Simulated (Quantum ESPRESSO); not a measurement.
Worked example: self-consistent single point of SnS (F-43m, 2 atoms in the cell) in Quantum ESPRESSO.

Level of theory: PBEsol, GBRV 1.5 ultrasoft (PBESOL) pseudopotentials (plane waves; Quantum ESPRESSO 7.5).

```
CELL_PARAMETERS angstrom
     -3.26514     0.00000     3.26514
      0.00000     3.26514     3.26514
     -3.26514     3.26514     0.00000
ATOMIC_POSITIONS crystal
  Sn 0.00000 0.00000 0.00000
  S  0.75000 0.75000 0.75000
```

Reference input (self-consistent single point, DFT, PBEsol, plane waves, GBRV 1.5 ultrasoft (PBESOL) pseudopotentials): ecutwfc = 40 Ry; ecutrho = 200 Ry; occupations = smearing; smearing = gaussian; degauss = 0.0073499 Ry; potentials = {Sn: sn_pbesol_v1.4.uspp.F.UPF, S: s_pbesol_v1.4.uspp.F.UPF}; K_POINTS = automatic 5 5 5 0 0 0; conv_thr = 1e-10 Ry. This run's input differs from it in these lines:

```diff
@@ -29,3 +29,3 @@
 K_POINTS {automatic}
-5 5 5  0 0 0
+3 3 3  0 0 0
```

Output, abridged:

```
     Self-consistent Calculation

     iteration #  1     ecut=    40.00 Ry     beta= 0.70

     total energy              =    -182.67148610 Ry
     estimated scf accuracy    <       0.66394113 Ry

     iteration #  2     ecut=    40.00 Ry     beta= 0.70

     total energy              =    -182.81679847 Ry
     estimated scf accuracy    <       0.44356314 Ry

     iteration #  3     ecut=    40.00 Ry     beta= 0.70

     total energy              =    -182.93310622 Ry
     estimated scf accuracy    <       0.04587701 Ry

   [... 6 blocks of this kind left out ...]

     iteration # 10     ecut=    40.00 Ry     beta= 0.70

     total energy              =    -182.94034847 Ry
     estimated scf accuracy    <          6.8E-10 Ry

     iteration # 11     ecut=    40.00 Ry     beta= 0.70
     End of self-consistent calculation

     the Fermi energy is     4.5935 ev

!    total energy              =    -182.94034847 Ry
     estimated scf accuracy    <          9.0E-11 Ry
     smearing contrib. (-TS)   =      -0.00000000 Ry
     internal energy E=F+TS    =    -182.94034847 Ry

     convergence has been achieved in  11 iterations

     Forces acting on atoms (cartesian axes, Ry/au):

     atom    1 type  1   force =     0.00000000    0.00000000    0.00000000
     atom    2 type  2   force =     0.00000000    0.00000000    0.00000000

     Total force =     0.000000     Total SCF correction =     0.000000

          total   stress  (Ry/bohr**3)                   (kbar)     P=      -25.46
  -0.00017310  -0.00000000   0.00000000          -25.46       -0.00        0.00
   0.00000000  -0.00017310  -0.00000000            0.00      -25.46       -0.00
   0.00000000  -0.00000000  -0.00017310            0.00       -0.00      -25.46

   JOB DONE.
```

The run converged in 11 iterations. Against the reference run the free energy goes down by 39.5 meV/atom, the pressure goes from -1.83 to -2.55 GPa and the gap on the mesh goes from 0.437 to 0.895 eV.

The starting cell comes from a database of computed structures (which also holds hypothetical and non-ambient phases and stackings), without a prior relaxation at this level. Another mesh or the band path of this cell gives a smaller gap, so this value is not converged in the mesh.
